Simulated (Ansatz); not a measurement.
Take LiF in the rock salt structure (space group Fm-3m, No. 225; a = 4.008 Å) as the base.

Computed with PBEsol, PAW, 420 eV (Ansatz, a first-principles code; no SOC).

Base values:

- Pressure = -0.01 GPa

Modification: the cell is scaled by 0.9800 in all directions, atoms relaxed at fixed cell.

**Question.** Predict the new energy relative to the base and pressure.

**Answer.** The energy increases by 6.9 meV/atom; the pressure rises by 4.96 GPa to 4.95 GPa.

The cells carry an imposed strain or load. No phonon test of stability was made.
